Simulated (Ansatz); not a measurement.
Consider KTaO₃ in the cubic perovskite structure (space group Pm-3m, No. 221).

```xyz
5
Lattice="4.0232 0.0000 0.0000 0.0000 4.0232 0.0000 0.0000 0.0000 4.0232" Properties=species:S:1:pos:R:3 pbc="T T T"
K      0.0000     0.0000     0.0000
Ta     2.0116     2.0116     2.0116
O      0.0000     2.0116     2.0116
O      2.0116     2.0116     0.0000
O      2.0116     0.0000     2.0116
```

The values are results of DFT with PBE, PAW potentials and a 420 eV plane-wave cutoff in Ansatz (an electronic-structure program), spin-orbit coupling left out, earlier PAW set, not measurements.

One change was made to it. Results:

```tsv
quantity	base	after
smallest direct gap	2.81 eV	2.93 eV
density	6.84 g/cm³	7.32 g/cm³
```

Q: Name the change that was made.
A. pressure −2 GPa
B. pressure 15 GPa
C. pressure 7 GPa
D. pressure 100 GPa

A: B, pressure 15 GPa. For comparison, the density in the other runs: pressure −2 GPa gives 6.76 g/cm³; pressure 7 GPa gives 7.07 g/cm³; pressure 100 GPa gives 9.08 g/cm³.

Spin-orbit coupling, missing from the scalar runs, can matter with Ta. Load acts through the strain it causes; cell and atoms are relaxed under it. Whether these cells are dynamically stable was not tested. Competing high-pressure phases were not computed.
